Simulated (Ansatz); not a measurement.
Al2Cu (I4/mcm, No. 140) was calculated with r²SCAN-D4 (PAW; Ansatz, a first-principles code).

Numerical settings: plane-wave cutoff 560 eV, 14×14×14 k mesh, Fermi–Dirac smearing 0.05 eV, no spin polarisation, scalar-relativistic PAW data made under PBE.

Cell (relaxed at this level):

Space group I4/mcm (No. 140); a = b = 5.973 Å, c = 4.784 Å, α = β = γ = 90.00°

```json
[
 {"atom": "Al", "site": "8h", "symmetry": "m.2m", "x": "0.1592", "y": "0.3408", "z": "0.0000"},
 {"atom": "Cu", "site": "4a", "symmetry": "422", "x": "0.0000", "y": "0.0000", "z": "0.2500"}
]
```
(The calculation used a cell of 6 atoms; values per cell refer to that cell.)

Problem. Estimate the bulk modulus B0 and pressure derivative B′ of the bulk modulus that the calculation returns.

Solution. 
* **bulk modulus B0**: 118 GPa
* **pressure derivative B′ of the bulk modulus**: 4.6

The run finds no gap.

Note: the bulk modulus comes from volumes at which shape and atoms were relaxed.
